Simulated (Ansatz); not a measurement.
# GaAs (P4/mmm, No. 123, 2 atoms in the cell; start mp-10048; a measured phase of this formula has another space group)

The numbers are results of LDA (Ansatz, an electronic-structure program, PAW), not measurements.

Run with plane-wave cutoff 520 eV, 20×20×10 k mesh (along the axes of the cell as run), Fermi–Dirac smearing 0.05 eV, scalar-relativistic PAW data made under PBE.

Cell (relaxed at this level):

```
CELL_PARAMETERS angstrom
      2.64227     0.00000     0.00000
      0.00000     2.64227     0.00000
      0.00000     0.00000     5.34394
ATOMIC_POSITIONS crystal
  Ga 0.00000 0.00000 0.50000
  As 0.00000 0.00000 0.00000
```

| Item | Result |
|---|---|
| band gap | none |
| bulk modulus | 77.3 GPa |

Note: the relaxation could not lower the start's symmetry, so the cell can be a saddle point above a distorted one; the bulk modulus is −V dP/dV from two relaxed cells at ±2 % in volume.

Spin–orbit coupling is not included.

Cost on a shared machine: very roughly 70 core-seconds.

A start named mp-… is a Materials Project structure, which need not be a measured phase.
